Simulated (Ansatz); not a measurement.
# ZnSnO3, pressure series

Take ZnSnO3 (space group R3c, No. 161; a = 5.2780 Å, c = 14.0092 Å (hexagonal axes)) as the base.

Cell and atoms are relaxed at each pressure.

Computed with Kohn–Sham DFT with the PBEsol functional, run in Ansatz (a quantum-chemistry and plane-wave program) with PAW and 420 eV plane waves, scalar-relativistic without spin-orbit coupling, earlier PAW set.

Notes on the quantities. enthalpy: H = E + PV relative to the base's energy.

```tsv
variant	electron mass	band gap	enthalpy
base	0.19 mₑ (at Γ)	1.24 eV	–
pressure −2 GPa	–	1.17 eV	-0.14 eV/atom
pressure −1 GPa	–	?	-0.07 eV/atom
pressure 3 GPa	0.20 mₑ (at Γ)	1.34 eV	+0.21 eV/atom
pressure 7 GPa	0.21 mₑ (at Γ)	?	+0.48 eV/atom
pressure 15 GPa	0.22 mₑ (at Γ)	1.67 eV	+1.02 eV/atom
pressure 30 GPa	?	?	+1.97 eV/atom
pressure 50 GPa	0.29 mₑ along c, 0.27 mₑ across (at Γ)	2.16 eV	+3.17 eV/atom
pressure 75 GPa	0.34 mₑ along c, 0.29 mₑ across (at Γ)	2.14 eV	+4.57 eV/atom
pressure 100 GPa	0.40 mₑ along c, 0.30 mₑ across (at Γ)	2.01 eV	+5.87 eV/atom
```

Problem. Some entries are withheld; estimate them.

Solution. 
- pressure −1 GPa, band gap: 1.21 eV
- pressure 7 GPa, band gap: 1.46 eV
- pressure 30 GPa, electron mass: 0.25 mₑ (at Γ)
- pressure 30 GPa, band gap: 1.96 eV

Load acts through the strain it causes; cell and atoms are relaxed under it. Masses are band curvatures over ±0.01 Å⁻¹ around the edge. Stability against distortions was not tested. Competing high-pressure phases were not computed.
